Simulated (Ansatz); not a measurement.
**Rock-salt TaC: properties by level of theory**

Reference values: lattice constant a 4.456 Å (measured, 300 K, not corrected to a static lattice; as tabulated in Wikipedia's data pages); bulk modulus 305 ± 5 GPa (measured, room temperature, no zero-point or thermal correction, our sources range from 305 to 345; as tabulated in Speziale et al., equation of state of TaC (DESY record 425561)).

```tsv
level (code)	lattice parameter a (Å)	bulk modulus (GPa)
LDA (Ansatz)	4.414	359
rVV10 (Ansatz)	4.502	?
LC-ωPBE (Ansatz)	?	387
PBE0 (Ansatz)	4.448	354
PBE0-D3(BJ) (Ansatz)	4.415	?
```

Task: Complete the blanks.

Result: 
- rVV10 (Ansatz, a program for electronic structure), bulk modulus (GPa): 311
- LC-ωPBE (Ansatz), lattice parameter a (Å): 4.422
- PBE0-D3(BJ) (Ansatz), bulk modulus (GPa): 371

Ansatz's density-functional and Hartree–Fock values are scalar-relativistic unless marked +SOC, with PAW data made under PBE.

Static lattice: no zero-point or thermal effects.
